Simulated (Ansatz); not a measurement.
Consider Al in the fcc (Cu type) structure (space group Fm-3m, No. 225; a = 3.994 Å; relaxed with 0.1 eV smearing). Axes: x, y, z lie along the cube axes.

The values are results of r2SCAN (Ansatz, a quantum-chemistry and plane-wave program; PAW; 500 eV plane waves; no SOC), not measurements.

Strains are applied to the cell and any free atomic positions relax; under biaxial strain the out-of-plane vector relaxes too.

One change was made to it. Results:

| quantity | base | after |
|---|---|---|
| volume per atom | 15.92 Å³ | 16.07 Å³ |
| pressure (mean of the normal stresses, compression positive) | 0.0 GPa | -0.8 GPa |

Problem. What was done to the base?
A) biaxial strain +0.83 %, plane normal [111], relaxed out of plane
B) biaxial strain +2.50 %, plane normal [111], relaxed out of plane
C) biaxial strain +2.08 %, plane normal [111], relaxed out of plane
D) biaxial strain +1.67 %, plane normal [111], relaxed out of plane

Solution. A, biaxial strain +0.83 %, plane normal [111], relaxed out of plane. For comparison, the pressure in the other runs: biaxial strain +2.08 %, plane normal [111], relaxed out of plane gives -1.9 GPa; biaxial strain +1.67 %, plane normal [111], relaxed out of plane gives -1.5 GPa; biaxial strain +2.50 %, plane normal [111], relaxed out of plane gives -2.3 GPa.

Stability against distortions was not tested.
